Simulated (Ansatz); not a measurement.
Zinc-blende BeS, treated with HSE06-D3(BJ) (plane waves, PAW; Ansatz, a quantum-chemistry and plane-wave program).

Run with plane-wave cutoff 460 eV, 10×10×10 k mesh, Fermi–Dirac smearing 0.01 eV, scalar-relativistic PAW data made under PBE.

The volume scan:

```csv
V (Å³/atom),E − E_lowest (meV/atom)
13.060,13.89
13.403,3.72
13.747,0.00
14.223,4.18
14.435,9.12
```

Estimate the bulk modulus and its pressure derivative from these points.

V0 = 13.792 Å³/atom, B0 = 105 GPa, B′ = 3.7 (fit to the energies at full precision).

Measured, for comparison: bulk modulus 105 GPa (room temperature, no zero-point or thermal correction; as tabulated in Narayana, Nesamony, Ruoff, Phys. Rev. B 56, no. 22 (1997)); equilibrium volume per atom 14.44 Å³/atom (room temperature, no zero-point or thermal correction; as tabulated in Narayana, Nesamony, Ruoff (BeS at high pressure; core.ac.uk copy)). Computed (rounded) less measured: bulk modulus 0.0 %, equilibrium volume per atom -4.5 %.

Static lattice: no zero-point or thermal effects.
